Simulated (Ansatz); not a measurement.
Cubic perovskite CsSrF3, treated with BLYP (plane waves, PAW; Ansatz, a quantum-chemistry and plane-wave program).

Numerical settings: plane-wave cutoff 520 eV, 8×8×8 k mesh, Fermi–Dirac smearing 0.01 eV, scalar-relativistic PAW data made under PBE.

Cell (relaxed at this level):

```
CELL_PARAMETERS angstrom
      4.87520     0.00000     0.00000
      0.00000     4.87520     0.00000
      0.00000     0.00000     4.87520
ATOMIC_POSITIONS crystal
  Cs 0.00000 0.00000 0.00000
  Sr 0.50000 0.50000 0.50000
  F  0.50000 0.00000 0.50000
  F  0.00000 0.50000 0.50000
  F  0.50000 0.50000 0.00000
```

**Question.** Give the computed bulk modulus, band gap, smallest direct gap on the k points sampled and pressure derivative B′ of the bulk modulus.

**Answer.** 
- bulk modulus = 36.5 GPa
- band gap = 6.15 eV
- smallest direct gap on the k points sampled = 6.21 eV
- pressure derivative B′ of the bulk modulus = 4.8

Note: the relaxation could not lower the start's symmetry, so the cell can be a saddle point above a distorted one.

Spin–orbit coupling is not included.
